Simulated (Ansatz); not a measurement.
# PBE against PBEsol: hypothetical Pm-3n ZnO, isotropic strain +1.12 %

Consider ZnO (space group Pm-3n, No. 223; a = 5.6566 Å; a hypothetical phase, not in the database extracts checked).

(Cell as relaxed with PBE.)

Levels (all Ansatz, a first-principles code, PAW): PBE (420 eV, no SOC); PBEsol (420 eV, without spin-orbit coupling).

Each level relaxes its own structure.

```
base                      PBE    PBEsol
-------------------  --------  --------
volume per atom      15.08 Å³  14.45 Å³
lattice parameter a   5.657 Å   5.577 Å
band gap              1.05 eV   1.02 eV
```

Modification: an isotropic linear strain of +1.12 %; the atoms relax in the strained cell.

| quantity | PBE | PBEsol |
|---|---|---|
| pressure | -3.22 GPa | ? |
| band gap | 1.02 eV | ? |
| energy relative to the base (free energy F) | +5.3 meV/atom | ? |

**Question.** Given the PBE results, estimate those of PBEsol.

**Answer.** 
- pressure, PBEsol: -3.60 GPa
- band gap, PBEsol: 1.00 eV
- energy relative to the base (free energy F), PBEsol: +5.7 meV/atom

PBE's pressure lies 0.387 GPa above PBEsol's; PBE's band gap lies 0.026 eV above PBEsol's; PBE's energy relative to the base lies 0.4 meV/atom below PBEsol's. Neither level is exact; PBEsol is the comparison here, not a measurement.

Stability against distortions was not tested.
